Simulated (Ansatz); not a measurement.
Take LiNbO$_{3}$ (space group R3c, No. 161; a = 5.190 Å, c = 14.016 Å (hexagonal axes)) as the base.

(Cell as relaxed with PBE.)

Levels (all Ansatz, a quantum-chemistry and plane-wave program, PAW, earlier PAW set): PBE (420 eV, spin-orbit coupling left out); r2SCAN (500 eV, scalar-relativistic without spin-orbit coupling).

Each level relaxes its own structure.

```tsv
base	PBE	r2SCAN
volume per atom	10.90 Å³	10.58 Å³
lattice parameter a	519.0 pm	513.7 pm
```

One thing is altered: cell and atoms relaxed at a pressure of 22.5 GPa.

| quantity | PBE | r2SCAN |
|---|---|---|
| c/a ratio | 2.721 | 2.722 |
| volume per atom | 9.36 Å³ | 9.19 Å³ |

PBE's volume per atom lies 0.17 Å³ above r2SCAN's (1.8 %). Neither level is exact; r2SCAN is the comparison here, not a measurement.

Load acts through the strain it causes; cell and atoms are relaxed under it. Whether these cells are dynamically stable was not tested. Competing high-pressure phases were not computed.
